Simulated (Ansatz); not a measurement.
A self-consistent single point of Hf₂Ge (Fmm2, 6 atoms in the cell) with Ansatz (an electronic-structure program).

Level of theory: PBEsol, default PAW files made with PBE (plane waves; Ansatz).

The change in words: lattice scaled by 0.98; kpoints.mp_grid.grid: 6 6 6 → 5 5 5; scf.occupations.width: 0.1 eV → 0.05 eV. Reference geometry:
```
Hf2Ge
1.0
   -3.28040     3.28040     2.63854
    3.28040    -3.28040     2.63854
    3.28040     3.28040    -2.63854
Hf Ge
4 2
Direct
  0.34424   0.15576   0.50000
  0.65576   0.84424   0.50000
  0.16115   0.66115   0.82230
  0.84424   0.34424   0.18848
  0.25000   0.25000   0.00000
  0.75000   0.75000   0.00000
```

Reference input (self-consistent single point, DFT, PBEsol, plane waves, default PAW files made with PBE): basis.ecutwfc = 420 eV; kpoints.mp_grid.grid = 6 6 6; hamiltonian.xc = pbesol; hamiltonian.pseudopotentials = {kind: paw} (the program's default PAW files); scf.occupations.method = fermi_dirac; scf.occupations.width = 0.1 eV. This run's input differs from it in these lines:

Ansatz 0.2 input:
```diff
@@ -3,5 +3,5 @@
   lattice:
-    - [-3.280404, 3.280404, 2.638536]
-    - [3.280404, -3.280404, 2.638536]
-    - [3.280404, 3.280404, -2.638536]
+    - [-3.214796, 3.214796, 2.585765]
+    - [3.214796, -3.214796, 2.585765]
+    - [3.214796, 3.214796, -2.585765]
   atoms:
@@ -16,3 +16,3 @@
 kpoints:
-  mp_grid: { grid: [6, 6, 6] }
+  mp_grid: { grid: [5, 5, 5] }
 hamiltonian:
@@ -21,3 +21,3 @@
 scf:
-  occupations: { method: fermi_dirac, width: 0.1 eV }
+  occupations: { method: fermi_dirac, width: 0.05 eV }
 output:
```

The program printed (abridged):

```
SCF iter   1: F=—  HF=-70903.229579 eV  |F-HF|=—  |Δ(HF+E_count)|=         —  Δρ=4.85e-3  dr2=1.98e-2  ethr=1.77e-3  ⟨swp⟩=5.1  Hψ=6286  notcnv=0  defer=37
all-band conjugate gradients solve this SCF's bands
preconditioner: auto → Kerker (q_TF=auto, 2.826 Å⁻¹)
SCF iter   2: F=—  HF=-70903.226681 eV  |F-HF|=—  |Δ(HF+E_count)|=   2.90e-3  Δρ=2.82e-3  dr2=8.26e-3  ethr=1.50e-5  ⟨swp⟩=3.0  Hψ=4095  notcnv=0  defer=105
   [... lines left out ...]
SCF iter   6: F=—  HF=-70903.224602 eV  |F-HF|=—  |Δ(HF+E_count)|=   1.21e-5  Δρ=5.03e-5  dr2=2.66e-6  ethr=1.39e-8  ⟨swp⟩=2.0  Hψ=3483  notcnv=0  defer=105
SCF iter   7: F=—  HF=-70903.224602 eV  |F-HF|=—  |Δ(HF+E_count)|=   4.35e-7  Δρ=1.13e-5  dr2=1.18e-7  ethr=2.02e-9  ⟨swp⟩=2.0  Hψ=3774  notcnv=0  defer=105
SCF iter   8: F=—  HF=-70903.224602 eV  |F-HF|=—  |Δ(HF+E_count)|=   3.80e-8  Δρ=6.04e-6  dr2=4.53e-8  ethr=7.58e-11  ⟨swp⟩=9.6  Hψ=10539  notcnv=0
SCF iter   9: F=-70903.224602 eV  HF=-70903.224602 eV  |F-HF|=2.00e-8  |Δ(HF+E_count)|=   3.76e-8  Δρ=2.94e-6  dr2=8.78e-9  ethr=3.43e-11  ⟨swp⟩=5.1  Hψ=7875  notcnv=0
SCF 1 converged in 9 iterations: F = -70903.224602 eV  dr2 = 8.78e-9
Free energy (F): -70903.224602 eV
Internal energy: -70903.201294 eV  (E = F + TS)
E sigma→0 (E₀):  -70903.212948 eV
Entropy (-TS):   -0.023308 eV (-3.885 meV/atom)
Fermi energy:    20.309721 eV
--- Forces (eV/Å), atoms counted from 1 ---
  atom   1  Hf    -0.06665645     0.17120857     0.00000000
  atom   2  Hf     0.17120857    -0.06665645    -0.00000000
  atom   3  Hf    -0.42675687    -0.42675687     0.00000000
  atom   4  Hf     0.26646872     0.26646872    -0.00000000
  atom   5  Ge     0.02786514     0.02786514     0.00000000
  atom   6  Ge     0.02786514     0.02786514    -0.00000000
--- Stress (GPa, compression-positive) ---
        8.732742      -0.496857      -0.000000
       -0.496857       8.732742       0.000000
       -0.000000       0.000000       7.745458
  P = ⅓ Tr σ = 8.4036 GPa (84.036 kbar)
  The stress holds the Pulay correction. Without it, at fixed plane waves, as pw.x and ABINIT print it: P = 8.3566 GPa
```

The run converged in 9 iterations. Against the reference run the free energy goes up by 35.4 meV/atom, the pressure goes from -0.98 to 8.40 GPa and the largest force goes from 0.464 to 0.604 eV/Å.

The starting cell comes from a database of computed structures (which also holds hypothetical and non-ambient phases and stackings), without a prior relaxation at this level. Its lattice was rescaled by up to half a per cent. One atom was moved a little off its site on purpose. For this run, on top of that: lattice scaled by 0.98. With a pressure of about 8 GPa the cell is away from its equilibrium volume at this level. Ansatz's pressure includes its estimate of the finite-basis (Pulay) stress.

Cost on one core of a shared machine: roughly 30 s.
